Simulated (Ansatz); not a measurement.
Results of r²SCAN in Ansatz (PAW) for GaP (R-3m, No. 166, 4 atoms in the cell; start mp-1018275; a measured phase of this formula has another space group).

Numerical settings: plane-wave cutoff 560 eV, 10×10×10 k mesh, Fermi–Dirac smearing 0.01 eV, scalar-relativistic PAW data made under PBE.

Cell (relaxed at this level):

Space group R-3m, hexagonal axes (No. 166); a = 3.8414 Å, b = 3.8414 Å, c = 19.1184 Å, α = 90.00°, β = 90.00°, γ = 120.00°

```
atom  site  symmetry       x       y       z
----  ----  --------  ------  ------  ------
Ga      6c        3m  0.0000  0.0000  0.4358
P       6c        3m  0.0000  0.0000  0.0577
```
(The calculation used a cell of 4 atoms; values per cell refer to that cell.)

### Question
What does this level give for the band gap and bulk modulus?

### Answer

- band gap = 1.02 eV (on the SCF k mesh)
- bulk modulus = 80.5 GPa

Note: the relaxation could not lower the start's symmetry, so the cell can be a saddle point above a distorted one; the bulk modulus is −V dP/dV from two relaxed cells at ±2 % in volume.

Spin–orbit coupling is not included.

The computed numbers hold no vibrational or temperature effects.

Computing time: very roughly 90 core-seconds.

A start named mp-… is a Materials Project structure, which need not be a measured phase.

Ansatz is a program for electronic structure.
